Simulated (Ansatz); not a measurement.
By hand: formation energy of the neutral O_i in Si (diamond, Fd-3m)

Consider the formation energy of the neutral O_i in Si (diamond, Fd-3m). Reaction: 216 Si (diamond) + 1/2 O2 (gas) → cell A.

A: a supercell of 216 sites of Si (diamond, Fd-3m) with O off the lattice sites (2 Si at 1.63 Å); spin state with PBE: run without spin.

Ansatz (a first-principles code) with PAW potentials; structures come from PBE relaxations, nuclei static, no net charge. Ansatz runs with its default PAW set. Other levels take these structures. The lattices are those relaxed with PBE, so at other levels the solids can be strained, which adds to the spread. Larger cells are relaxed from a start prepared with the learned potential CHGNet till forces fall under 0.03 eV/Å, which some starts already meet. A dispersion term (D3(BJ), or D4 for r2SCAN) was computed beside these levels and is taken off wherever the name lacks it. The PAW files were made for PBE and serve at the other functionals too. Space groups of crystals are read within 0.01 Å. Mesh and cell size may move defect energies by 0.1 eV or more. Cell A has symmetry C2 within 0.02 Å and got no random move, so less symmetric positions, which may lie lower, weren't tried.

Total energies of the cells in eV, at zero smearing width. They compare only within one column; the weights balance every element.

```csv
cell,atoms,weight,r2SCAN,r2SCAN+D4
A: Si:O_i,217,+1,-138604.16371,-138629.52687
Si (diamond),216,−1,-138035.24749,-138060.51644
O2 (gas),2,−1/2,-1131.96020,-1131.96199
```

r2SCAN: (-138604.16371) − (-138035.24749) − 1/2 × (-1131.96020) = -2.936 eV.

r2SCAN+D4: (-138629.52687) − (-138060.51644) − 1/2 × (-1131.96199) = -3.029 eV.
